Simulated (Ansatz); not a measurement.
Start from SrCrO3 in the cubic perovskite structure (space group Pm-3m, No. 221; ferromagnetic; a cell from a computed database, its experimental status unchecked).

```
SrCrO3
1.0
    3.78867     0.00000     0.00000
    0.00000     3.78867     0.00000
    0.00000     0.00000     3.78867
Sr Cr O
1 1 3
Direct
  0.50000   0.50000   0.50000
  0.00000   0.00000   0.00000
  0.50000   0.00000   0.00000
  0.00000   0.50000   0.00000
  0.00000   0.00000   0.50000
```

Method: Ansatz (an electronic-structure program) PBEsol, no spin-orbit coupling.

One change was made to it. Results:

| quantity | base | after |
|---|---|---|
| magnetic state | ferromagnetic | ferromagnetic |
| lattice parameter a | 378.9 pm | 378.6 pm |
| band gap | zero | zero |

Q: Name the change that was made.
A. pressure 10 GPa
B. pressure 5 GPa
C. pressure 0.3 GPa
D. pressure 1.5 GPa

A: C, pressure 0.3 GPa. For comparison, the lattice parameter a in the other runs: pressure 10 GPa gives 372.5 pm; pressure 1.5 GPa gives 377.5 pm; pressure 5 GPa gives 375.3 pm.

Load acts through the strain it causes; cell and atoms are relaxed under it. Whether these cells are dynamically stable was not tested. Competing high-pressure phases were not computed. No Hubbard U is applied and the magnetic state is the run's own (SrCrO3 ferromagnetic); small cells can't hold the antiferromagnetic order that many such compounds have, so gaps and moments can be off. Many cubic perovskites are stable only at high temperature; tilts and polar distortions were not tested.
